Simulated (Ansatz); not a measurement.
The starting structures come from a database of crystals and need not be the phases stable at ambient conditions.

Tunnelling through a barrier is set by its complex band structure: the current falls as exp(−2κd) with the smallest κ.

Data:

```
MgI2
1.0
    7.14296     0.00000     0.00000
    3.57148     7.13689    -0.04294
    3.57148    -0.58385     1.97761
Mg I
1 2
Direct
  0.00000   0.00000   0.00000
  0.42118   0.24549   0.24549
  0.57882   0.75451   0.75451
```

Space group of this cell: P-3m1, CdI2 type. The cell was relaxed by PBE-D3(BJ); by r2SCAN its mean pressure is 1.1 GPa.

Transport runs along the normal of the first two printed cell vectors, the (111) plane of the conventional cell.

The gap is the functional's own, uncorrected, and κ follows it; spin-orbit coupling is left out. Mid-gap values are interpolated between the computed energies.

Estimate the band gap and the smallest decay constant κ at mid-gap that r2SCAN run with Ansatz (a program for electronic structure) returns for this system.

Gap 4.14 eV on a 16×16×16 mesh; κ = 0.258 1/Å, at the zone centre.
